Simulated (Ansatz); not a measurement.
The reference is a 24-atom supercell of YN in the rock salt structure (space group Fm-3m, No. 225; a = 4.9060 Å) at its relaxed geometry.

Computed with PBE (Ansatz, an electronic-structure program), without spin-orbit coupling, earlier PAW set.

One neutral defect a cell, atoms relaxed at fixed cell.

One change was made to it. Results:

| quantity | base | after |
|---|---|---|
| gap of the supercell | 0.21 eV | zero |
| pressure | 0.0 GPa | 0.7 GPa |
| total moment of the cell | – | 0.0 μB |
| largest displacement of a host atom from its site in the perfect cell | – | 0.07 Å |

### Question
What was done to the base?
A) N interstitial (started 1.73 Å from the nearest host atom), symmetric start
B) N vacancy
C) Y interstitial (started 1.73 Å from the nearest host atom)
D) Al on a Y site, symmetric start

### Answer
B, N vacancy. For comparison, the pressure in the other runs: Al on a Y site, symmetric start gives -4.4 GPa; N interstitial (started 1.73 Å from the nearest host atom), symmetric start gives 4.7 GPa; Y interstitial (started 1.73 Å from the nearest host atom) gives 12.3 GPa.

The magnetic state is the one reached from the starting moments; the real material's order can differ, and small cells can't hold many antiferromagnetic ones. In so small a cell the defect repeats every few ångströms: this is an ordered compound, not a dilute defect. The mesh was chosen for an insulator and is coarse for the gapless case. Defects with a symmetric start kept the site's symmetry and may sit on a saddle; the others started slightly shaken. Seeded moments were not kept for N vacancy, Al on a Y site, N interstitial (started 1.73 Å from the nearest host atom) and Y interstitial (started 1.73 Å from the nearest host atom). The zero or small gap of YN can change with the level of theory.
